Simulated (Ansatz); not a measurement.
Sn on the 1x1 (111) surface of fcc Cu, one in a 2x2 cell, started at the site 'bridge Cu-Cu (span 2.6 Å)'

Calculation: PBE (plane waves to 420 eV, PAW; Ansatz, an electronic-structure program).

Model: 17-atom slab, 6.2 Å thick at the start under the adsorbate (thin: gaps and levels are the slab's own), 6x6x1 mesh, Fermi-Dirac 0.1 eV, dipole correction, 8 atoms held, the rest relaxed; held to the start's symmetry, so lower structures may exist; spin-polarised, no spin-orbit, no U, no dispersion correction. The starting moment vanished. At the end it is bonded to 3 Cu. In PBE it is, or lies within 0.03 eV of, the lowest of the starts that converged.

- adsorption energy against an atom of beta tin: -0.099 eV
- work function of the top face: 4.29 eV
- change of the work function: -0.48 eV
- change of the step from the bottom to the top vacuum level, against the clean slab: -0.51 eV
- energy released by relaxation: 0.32 eV
- height of the binding atom over the mean of the host atoms within 0.3 Å of the top one: 2.098 Å
- magnetic moment of the cell: 0.00 μB
- nearest host atoms of the binding atom: Cu at 2.62 Å, Cu at 2.62 Å, Cu at 2.62 Å
- largest move of a host atom: 0.16 Å
- note: in the relaxation the adsorbate left its starting site by 0.7 Å
- cost: about 70 core-minutes (a rough figure)

A negative adsorption energy means that the adsorbate is more stable on the surface than in its reference.
